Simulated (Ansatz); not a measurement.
The reference is a 12-atom supercell of TiSi2 (space group Cmcm, No. 63; a = 3.5461 Å, b = 13.5634 Å, c = 3.5798 Å) at its relaxed geometry.

Calculations: PBE (Ansatz, an electronic-structure program, PAW, no spin-orbit coupling).

For the base:

```
Property    Value
--------  -------
Pressure  0.0 GPa
```

One thing is altered: one Ti atom is replaced by Si, atoms relaxed at fixed cell, starting from a slightly rattled geometry.

Problem. How does this affect the largest displacement of a host atom from its site in the perfect cell?

Solution. The largest displacement of a host atom from its site in the perfect cell is 1.39 Å.

Problem. What does the calculation give for the pressure after the change?

Solution. The pressure goes from zero to 2.3 GPa.

Problem. How does this affect the shift of the substituted atom off its lattice site?

Solution. The shift of the substituted atom off its lattice site amounts to 1.21 Å.

In so small a cell the defect repeats every few ångströms: this is an ordered compound, not a dilute defect. The final runs are not spin-polarised. The defect cell is not spin-polarised.
